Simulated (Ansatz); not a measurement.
TiAu (P4/nmm, No. 129; cell taken from a computed entry), treated with r²SCAN (Ansatz, a program for electronic structure, plane waves, PAW).

Run with plane-wave cutoff 500 eV, 16×16×10 k mesh (along the axes of the cell as run), Fermi–Dirac smearing 0.1 eV, no spin polarisation, scalar-relativistic PAW data made under PBE.

Computed at the level's own relaxed cell.

### Question
Predict the equilibrium volume per atom, equilibrium lattice constant a and lattice parameter c.

### Answer

* **equilibrium volume per atom**: 16.84 Å³/atom
* **equilibrium lattice constant a**: 3.328 Å
* **lattice parameter c**: 6.081 Å

The run finds no gap.

Note: the relaxation could not lower the start's symmetry, so the cell can be a saddle point above a distorted one.

Spin–orbit coupling is not included; it can shift volumes and moduli of such heavy elements.

The computed numbers hold no vibrational or temperature effects.

It cost roughly 3 core-minutes of CPU time.
